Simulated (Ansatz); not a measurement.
We consider Li2MnO3 (C2/m, No. 12), described by LDA (Ansatz, a first-principles code, plane waves, PAW).

Run with plane-wave cutoff 520 eV, 8×8×8 k mesh, Fermi–Dirac smearing 0.01 eV, spin-polarised with parallel moments, scalar-relativistic PAW data made under PBE.

Computed points:

```
V (Å³/atom)  E − E_lowest (meV/atom)
-----------  -----------------------
7.452                           5.73
7.607                           1.38
7.763                           0.00
7.918                           1.28
8.073                           4.93
```

Question: Fit the third-order Birch–Murnaghan equation and give B0 and B′.

Answer: V0 = 7.763 Å³/atom, B0 = 137 GPa, B′ = 4.6 (fit to the energies at full precision).

Shape and atoms are relaxed at each volume.

Note: the magnetic order was assumed, not searched for or taken from measurement; the relaxation could not lower the start's symmetry, so the cell can be a saddle point above a distorted one; the volume lies 6 % below that of the published cell; without U or exact exchange, gaps and moments of open d shells tend to come out too small; the bulk modulus comes from volumes at which shape and atoms were relaxed.
